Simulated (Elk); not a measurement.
Band structure of Ir₃Os (Pm-3m, 4 atoms in the cell).

```xyz
4
Lattice="3.8481 0.0000 0.0000 0.0000 3.8481 0.0000 0.0000 0.0000 3.8481" Properties=species:S:1:pos:R:3 pbc="T T T"
Os     0.0000     0.0000     0.0000
Ir     0.0000     1.9240     1.9240
Ir     1.9240     0.0000     1.9240
Ir     1.9240     1.9240     0.0000
```

Level of theory: PBEsol, all-electron FP-LAPW, Elk's shipped species files, APW+lo basis with extra local orbitals (Elk).

Settings: xctype = 22; rgkmax = 7.5; swidth = 0.00367493 Ha; ngridk = 11 11 11; gmaxvr = 16 1/bohr; nxlo = 2; lorbcnd = true; rmtscf = 0.86; lmaxi = 3; maxscl = 100.

The starting cell comes from a database of computed structures (which also holds hypothetical and non-ambient phases and stackings), without a prior relaxation at this level. Spin-orbit coupling is off. Spin polarisation is off. Values depend on the basis (sphere radii, cutoffs, local orbitals), which need not be converged.

Levels in eV from the Fermi level, bands 54 to 61:
```tsv
point	54	55	56	57	58	59	60	61
Γ	0.83	1.42	1.42	1.45	1.45	1.45	1.72	1.72
X	-1.93	-1.93	-1.86	-1.39	-1.39	-1.23	-0.29	0.35
M	-2.48	-2.46	-2.46	-1.53	-1.44	-1.42	-0.83	-0.83
R	-0.86	-0.70	-0.70	-0.70	0.85	0.85	0.85	1.43
```

Bands cross the Fermi level along this path, so the cell is metallic at this level.
